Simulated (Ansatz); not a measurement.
The parent structure is Cs₂AgBiBr₆ (space group Fm-3m, No. 225; a = 11.479 Å).

All numbers come from DFT with PBE, PAW potentials and a 420 eV plane-wave cutoff in Ansatz (a program for electronic structure), scalar-relativistic without spin-orbit coupling.

Strains are applied to the cell and any free atomic positions relax.

One change was made to it. Results:

The pressure decreases by 13.8 kbar (-0.1 kbar → -13.9 kbar); the hole mass becomes 0.25 mₑ along k, 1.0 mₑ across (at X) (base: 0.21 mₑ along k, 0.82 mₑ across (at X)); the smallest direct gap hardly moves (2.30 eV against 2.29 eV).

### Question
Which of these changes matches the shifts?
A. isotropic strain +1.50 %
B. isotropic strain +3.00 %
C. isotropic strain +2.25 %
D. isotropic strain +0.75 %

### Answer
B, isotropic strain +3.00 %. For comparison, the pressure in the other runs: isotropic strain +1.50 % gives -8.1 kbar; isotropic strain +2.25 % gives -11.3 kbar; isotropic strain +0.75 % gives -4.4 kbar.

Spin-orbit coupling, missing from the scalar runs, can matter with Bi. Effective masses come from finite differences of ±0.01 Å⁻¹. Along k means along the line from Γ to the band edge. No phonon test of stability was made.
